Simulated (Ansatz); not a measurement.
The starting structures come from a database of crystals and need not be the phases stable at ambient conditions.

Consider the following.

```
CELL_PARAMETERS angstrom
      5.69651     0.00000     0.00000
     -2.84825     4.93332     0.00000
      2.84826     1.64444     2.33556
ATOMIC_POSITIONS crystal
  Ba 0.99972 0.99986 0.00042
  Ti 0.97334 0.48667 0.53999
  O  0.53133 0.02028 0.95762
  O  0.02210 0.51105 0.95762
  O  0.53133 0.51105 0.95762
```

Space group of this cell: R3m. The cell is taken as given; by r2SCAN its mean pressure is -1.8 GPa.

The numbers are results of r2SCAN (plane waves, PAW; Ansatz, an electronic-structure program), not measurements.

The current runs along the normal of the first two printed vectors; no spin-orbit coupling. Scaled by the factor s: the length along the current (ions clamped). The meshes follow the cell: 14×14×14 and 6×6 across at s = 0.97, 12×12×12 and 6×6 across at s = 1.00, 12×12×12 and 6×6 across at s = 1.03.

```csv
s,mean pressure (GPa),band gap (eV)
0.97,3.4,?
1.00,-1.8,2.75
1.03,-6.1,2.65
```

**Question.** Take the slope of the band gap against ln s from the two given rows, extrapolate to s = 0.97, and say what the run there gives.

**Answer.** Slope = (2.65 − 2.75) / ln 1.03 = -3.38 eV. The line gives 2.75 + (-3.38) × ln 0.97 = 2.85 eV. The run gives 2.81 eV, 0.04 eV under the line, 42 % of the predicted step.
